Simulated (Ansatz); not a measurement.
# A self-consistent single point of Ba6Mg7F26 (Immm, 39 atoms in the cell) with Ansatz

Method of the run: PBEsol, default PAW files made with PBE (plane waves; Ansatz, a quantum-chemistry and plane-wave program).

This input was run:

Ansatz 0.2 input:
```yaml
# Ba6Mg7F26
crystal:
  lattice:
    - [-2.918900, 6.070350, 7.540700]
    - [2.918900, -6.070350, 7.540700]
    - [2.918900, 6.070350, -7.540700]
  atoms:
    - { symbol: Ba, position_ang: [0.000000, 6.070350, 2.210933] }
    - { symbol: Ba, position_ang: [2.918900, -0.000000, 5.329767] }
    - { symbol: Ba, position_ang: [2.918900, 2.912554, 2.241850] }
    - { symbol: Ba, position_ang: [-0.000000, 3.157796, 5.298850] }
    - { symbol: Ba, position_ang: [0.000000, 3.157796, 9.782550] }
    - { symbol: Ba, position_ang: [2.918900, 2.912554, -2.241850] }
    - { symbol: Mg, position_ang: [1.476963, -0.000000, -0.000000] }
    - { symbol: Mg, position_ang: [4.360837, -0.000000, 0.000000] }
    - { symbol: Mg, position_ang: [-0.000000, 3.248487, -0.000000] }
    - { symbol: Mg, position_ang: [0.000000, 8.892213, -0.000000] }
    - { symbol: Mg, position_ang: [0.000000, -0.000000, 3.326354] }
    - { symbol: Mg, position_ang: [-0.000000, 0.000000, 11.755046] }
    - { symbol: Mg, position_ang: [0.000000, 0.000000, 7.540700] }
    - { symbol: F, position_ang: [1.567157, 4.694687, -3.887683] }
    - { symbol: F, position_ang: [1.351743, 1.375663, 11.428383] }
    - { symbol: F, position_ang: [1.351743, 1.375663, 3.653017] }
    - { symbol: F, position_ang: [1.567157, 4.694687, 3.887683] }
    - { symbol: F, position_ang: [1.567157, 7.446013, 3.887683] }
    - { symbol: F, position_ang: [1.351743, -1.375663, 3.653017] }
    - { symbol: F, position_ang: [1.351743, -1.375663, 11.428383] }
    - { symbol: F, position_ang: [1.567157, 7.446013, -3.887683] }
    - { symbol: F, position_ang: [1.455539, 1.364979, 7.540700] }
    - { symbol: F, position_ang: [1.463361, 4.705371, 0.000000] }
    - { symbol: F, position_ang: [1.455539, -1.364979, 7.540700] }
    - { symbol: F, position_ang: [1.463361, 7.435329, 0.000000] }
    - { symbol: F, position_ang: [1.426116, 4.090687, 7.540700] }
    - { symbol: F, position_ang: [1.492784, 1.979663, 0.000000] }
    - { symbol: F, position_ang: [4.345016, 1.979663, 0.000000] }
    - { symbol: F, position_ang: [-1.426116, 4.090687, 7.540700] }
    - { symbol: F, position_ang: [0.000000, 0.000000, 13.738703] }
    - { symbol: F, position_ang: [0.000000, 0.000000, 1.342697] }
    - { symbol: F, position_ang: [0.000000, 0.000000, 9.498567] }
    - { symbol: F, position_ang: [-0.000000, 0.000000, 5.582833] }
    - { symbol: F, position_ang: [-0.000000, 6.070350, 6.206901] }
    - { symbol: F, position_ang: [2.918900, 0.000000, 1.333799] }
    - { symbol: F, position_ang: [-0.000000, 8.742154, 1.917298] }
    - { symbol: F, position_ang: [2.918900, -2.671804, 5.623402] }
    - { symbol: F, position_ang: [0.000000, 3.398546, 1.917298] }
    - { symbol: F, position_ang: [2.918900, 2.671804, 5.623402] }
kpoints:
  mp_grid: { grid: [3, 3, 3] }
hamiltonian:
  xc: pbesol
  pseudopotentials: { kind: paw }
scf:
  occupations: { method: fixed }
output:
  forces: true
  eigenvalues: true
  stress: true
```

The program printed (abridged):

```
WARN basis.ecutwfc = 420 eV, the default
WARN ansatz: RAYON_NUM_THREADS=1 ignored (pool sized by the plan → 1); use --threads N
Pseudopotentials: kind: paw
Pseudopotential: Ba, paw, valence charge 10
Pseudopotential: Mg, paw, valence charge 10
Pseudopotential: F, paw, valence charge 7
Crystal: 39 atoms, lattice volume = 534.447 Å³
Basis set: ecut = 420 eV, 10433 PW (Γ), exchange–correlation on 144×144×144 points (8 copies of the dense FFT grid, shifted against one another)
Bands: 195, of which v1, the nominal top of the filled ones, is band 156 counted from 1 (155 counted from 0)
Symmetry: 8 space group operations
Space group: Immm (ITA 71), of the structure as read, at distance tolerance 8.1e-5 Å
k-points: 8 of 27
PAW frozen core: Ba, regenerated for the run's functional, and the local potential with it
PAW frozen core: Mg, regenerated for the run's functional, and the local potential with it
PAW frozen core: F, regenerated for the run's functional, and the local potential with it
Initial density: superposition of atomic densities (neutral atoms: chi_scale 0, normalization atom), corrected by the library's trained network
Initial wavefunctions: pseudopotential atomic-orbital guess
Eigensolver: davidson
Functional: x = pbesol(κ = 0.804, μ = 0.12345679012345678), c = pbesol(β = 0.046)
SCF iter   1: F=—  HF=-69443.359450 eV  |F-HF|=—  |Δ(HF+E_count)|=         —  Δρ=1.42e-2  dr2=6.83e-1  ethr=1.77e-3  ⟨swp⟩=5.4  Hψ=5593  notcnv=0  defer=285
all-band conjugate gradients solve this SCF's bands
preconditioner: auto → Resta (q_TF=auto, 2.494 Å⁻¹)
SCF iter   2: F=—  HF=-69443.156647 eV  |F-HF|=—  |Δ(HF+E_count)|=   2.03e-1  Δρ=2.40e-3  dr2=1.04e-2  ethr=2.19e-4  ⟨swp⟩=2.0  Hψ=2760  notcnv=0  defer=293
SCF iter   3: F=—  HF=-69443.156057 eV  |F-HF|=—  |Δ(HF+E_count)|=   5.90e-4  Δρ=8.93e-4  dr2=3.04e-3  ethr=3.34e-6  ⟨swp⟩=2.0  Hψ=2447  notcnv=0  defer=296
SCF iter   4: F=—  HF=-69443.157162 eV  |F-HF|=—  |Δ(HF+E_count)|=   1.11e-3  Δρ=3.11e-4  dr2=3.28e-4  ethr=9.75e-7  ⟨swp⟩=2.2  Hψ=2198  notcnv=0  defer=296
SCF iter   5: F=—  HF=-69443.157233 eV  |F-HF|=—  |Δ(HF+E_count)|=   7.05e-5  Δρ=8.89e-5  dr2=2.86e-5  ethr=1.05e-7  ⟨swp⟩=2.0  Hψ=2406  notcnv=0  defer=289
SCF iter   6: F=—  HF=-69443.157852 eV  |F-HF|=—  |Δ(HF+E_count)|=   6.19e-4  Δρ=2.17e-5  dr2=2.41e-6  ethr=9.15e-9  ⟨swp⟩=2.0  Hψ=2362  notcnv=0  defer=267
SCF iter   7: F=—  HF=-69443.157855 eV  |F-HF|=—  |Δ(HF+E_count)|=   3.26e-6  Δρ=1.07e-5  dr2=4.06e-7  ethr=7.73e-10  ⟨swp⟩=2.0  Hψ=2427  notcnv=0  defer=268
SCF iter   8: F=-69443.157855 eV  HF=-69443.157855 eV  |F-HF|=3.83e-9  |Δ(HF+E_count)|=   2.34e-8  Δρ=3.26e-6  dr2=4.52e-8  ethr=3.21e-11  ⟨swp⟩=21.2  Hψ=11753  notcnv=0
SCF 1 converged in 8 iterations: F = -69443.157855 eV  dr2 = 4.52e-8
SCF converged after 8 iterations
Free energy (F): -69443.157855 eV
Harris-Foulkes:  -69443.157855 eV  (|F-HF|=3.83e-9)
Internal energy: -69443.157855 eV  (E = F + TS)
E sigma→0 (E₀):  -69443.157855 eV
Fermi energy:    3.978947 eV
--- Per-component energies (eV) ---
  E_band       = -3146.352718
  E_kinetic    = 6937.062466
  E_local      = -28868.852789  (includes V_loc(G=0)·N_el)
  E_nonlocal   = 2936.078649
  E_hartree    = 10851.669360
  E_xc         = -3267.695409
  E_vxc        = -3738.663901  (∫ρ·V_xc dr)
  E_paw        = -37844.808037  (= ΣΔE_a)
  E_vpaw       = -2115.372400  (= ΣTr[D̂ρ^β])
  E_aug_tail   = 0.052697  (compensation charges beyond the density's cutoff)
  E_ewald      = -20189.088936
  E_core_change = 2.424143  (= ΣΔE_core)
  E_smearing   = -0.000000  (= −TS)
  E_closure    = 0.000000  (closes the sum)
  Σ components = -69443.157855   (vs F -69443.157855, Δ=0.00e0)
--- Forces (eV/Å), atoms counted from 1 ---
  atom   1  Ba     0.00000000     0.00000000     0.13265065
  atom   2  Ba     0.00000000     0.00000000    -0.13265065
  atom   3  Ba     0.00000000    -0.10575164     0.11535708
  atom   4  Ba     0.00000000     0.10575164    -0.11535708
  atom   5  Ba     0.00000000     0.10575164     0.11535708
  atom   6  Ba     0.00000000    -0.10575164    -0.11535708
   [... 28 lines left out ...]
  atom  35  F      0.00000000     0.00000000     0.06167964
  atom  36  F      0.00000000    -0.13542817     0.06168234
  atom  37  F      0.00000000     0.13542817    -0.06168234
  atom  38  F      0.00000000     0.13542817     0.06168234
  atom  39  F      0.00000000    -0.13542817    -0.06168234
  max |Σ_I F_I| component: 5.55e-17 eV/Å
--- Stress (GPa, compression-positive) ---
       -0.686644       0.000000       0.000000
        0.000000      -0.776352       0.000000
        0.000000       0.000000      -0.671064
  P = ⅓ Tr σ = -0.7114 GPa (-7.114 kbar)
  The stress holds the Pulay correction. Without it, at fixed plane waves, as pw.x and ABINIT print it: P = -1.3233 GPa
--- Band table (eV; the first three rows and the last of 8) ---
  k-point 0: bands = ["-66.7313", "-66.5028", "-66.4986", "-66.4482", "-66.4482", "-66.3245", "-66.3245", "-33.7032", "-33.6948", "-33.6846", "-33.5128", "-33.4640", "-33.4606", "-33.4554", "-33.4477", "-33.4450", "-33.4323", "-33.4318", "-33.4034", [...]
  k-point 1: bands = ["-66.7313", "-66.5018", "-66.4996", "-66.4482", "-66.4482", "-66.3245", "-66.3245", "-33.7032", "-33.6948", "-33.6846", "-33.4962", "-33.4618", "-33.4600", "-33.4593", "-33.4567", "-33.4519", "-33.4322", "-33.4316", "-33.4035", [...]
  k-point 2: bands = ["-66.7313", "-66.5018", "-66.4996", "-66.4482", "-66.4482", "-66.3245", "-66.3245", "-33.7032", "-33.6948", "-33.6846", "-33.4962", "-33.4618", "-33.4600", "-33.4593", "-33.4567", "-33.4519", "-33.4322", "-33.4316", "-33.4035", [...]
  k-point 7: bands = ["-66.7313", "-66.5018", "-66.4996", "-66.4482", "-66.4482", "-66.3245", "-66.3245", "-33.7032", "-33.6948", "-33.6846", "-33.4962", "-33.4618", "-33.4600", "-33.4593", "-33.4567", "-33.4519", "-33.4322", "-33.4316", "-33.4035", [...]
```

The run converged in 8 iterations.

The starting cell comes from a database of computed structures (which also holds hypothetical and non-ambient phases and stackings), without a prior relaxation at this level. Ansatz's pressure includes its estimate of the finite-basis (Pulay) stress. Without the estimate this run gives -1.32 GPa.

Cost on one core of a shared machine: roughly 90 s.
